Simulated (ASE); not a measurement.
**Li3OCl: finite-temperature simulation (300 K)**

System: Li3OCl (antiperovskite; a metastable compound), cell Li24Cl8O8, started from the crystal [in the run: it stayed crystalline; mean temperature 308 K (target 300 K); density 1.93 g/cm³, volume +4 % from the start crystal's].

The numbers are results of the machine-learned potential CHGNet 0.3.0 (ASE), not measurements.

```
Quantity                                                         Result
---------------  ------------------------------------------------------
number of atoms                                                      40
time step                                 1.5 fs; target pressure 0 GPa
sampled time     2.3 ps (NVE); in preparation the cell's shape was held
```

```json
{
  "mean_temperature": "308 ± 1 K",
  "mean_pressure": "0.37 ± 0.05 GPa",
  "volume_per_atom": "12.4 Å³",
  "density": "1.93 g/cm³",
  "first peak of g(Li-Li)": "2.80 Å, height 4.0",
  "first peak of g(Li-O)": "1.98 Å, height 9.9",
  "first minimum of g(Li-O)": "near 2.9 Å (within a stretch where g is nil)",
  "coordination of Li (bonds up to Li-O 2.86 Å)": "2.00 (2-fold 100 %)",
  "coordination of O (bonds up to Li-O 2.86 Å)": "6.00 (6-fold 100 %)",
  "Li-O-Li angle": "mean 106°, spread 33°, most frequent near 88°",
  "O-Li-O angle": "mean 166°, spread 7°, most frequent near 166°",
  "state": "no diffusion is seen within 2.3 ps, and the crystal keeps its order",
  "mean vibrational (phonon) frequency": "7.9 THz",
  "list of vibrational (phonon) peaks (above a quarter of the tallest; of peaks within two resolution widths the taller alone)": "3.1, 6.3, 9.8, 12.7 THz (resolution 0.9 THz)"
}
```

Preparation: settle: 800 steps of 1.5 fs, 300 K, Langevin with a Berendsen-type barostat every 10 steps; hold: 300 steps, 300 K, NVT (Langevin) at the mean cell. A crystal that survives a few picoseconds in a small periodic cell needn't be the stable phase at this temperature. Nuclei are classical, so zero-point motion is missing.

The run lasts picoseconds, in a cell of about a nanometre.

The run took roughly 30 core-minutes.
